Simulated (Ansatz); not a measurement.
The starting structures come from a database of crystals and need not be the phases stable at ambient conditions.

The decay constant κ of evanescent states in the gap governs leakage through a thin film.

Here is the system:

```xyz
12
Lattice="3.9516 0.0000 0.0000 0.0000 5.6456 0.0000 1.9758 0.0000 7.3714" Properties=species:S:1:pos:R:3 pbc="T T T"
La     3.9516     0.9548     2.5355
La     1.9758     3.7776     4.8359
Ta     3.9516     1.2206     6.1152
Ta     1.9758     4.0434     1.2562
O      3.9516     4.2356     1.2837
O      1.9758     1.4128     6.0878
O      1.9758     0.3329     0.4497
O      3.9516     3.1557     6.9218
O      3.9516     2.3906     4.4364
O      1.9758     5.2134     2.9350
O      3.9516     5.3556     4.9601
O      1.9758     2.5328     2.4113
```

Space group of this cell: Cmc2_1. The cell is taken as given.

Transport runs along the normal of the first two printed cell vectors.

No gap correction and no spin-orbit coupling; mid-gap values are interpolated between computed energies.

Problem. Compute, with r2SCAN (Ansatz, a quantum-chemistry and plane-wave program), the band gap and the smallest decay constant κ at mid-gap.

Solution. Gap 3.91 eV on a 8×6×8 mesh; κ = 0.378 1/Å, at the zone centre.
